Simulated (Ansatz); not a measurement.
System: interstitial O in 4H silicon carbide (neutral cell). The step: a concerted move, in which O travels most; the atom moves 1.14 Å along (-0.16, 0.08, -0.09) of the unit cell; the moving atom starts with neighbours C at 1.43; Si at 1.61, Si at 2.11 Å and ends with C at 1.42; Si at 1.62, Si at 1.93 Å. A PBE band in Ansatz (plane-wave PAW, the Γ point alone, 72 host sites, 52 SCF runs with any check of the saddle's order, static, no finite-size correction) gives a forward barrier of 1.01 eV. The saddle point's order was not checked, and it lies on a symmetry element of the cell, where a band can be held. The charge state is imposed; whether it is stable for some Fermi level was not computed. Sites that were not tried may lie lower. The start lies 0.26 eV above the lowest site run (PBE). The order of the sites in energy changes with the mesh.

Single points at the band's start and saddle point can refine it. Rough cost of one point, in units of the band's mean SCF on the same machine:

```tsv
Level	Cost of one point
PBE, a 2×2×2 k-point mesh shifted by half a step along c	about 6
r2SCAN at 500 eV, the Γ point alone	about 4
```

Question: Which of these move the barrier by more than 0.1 eV, and how far does each move it?

Answer: PBE, a 2×2×2 k-point mesh shifted by half a step along c: -0.16 eV; r2SCAN at 500 eV, the Γ point alone: -0.01 eV. Each functional is compared with PBE at the same k-points.

Ansatz is a program for electronic structure.
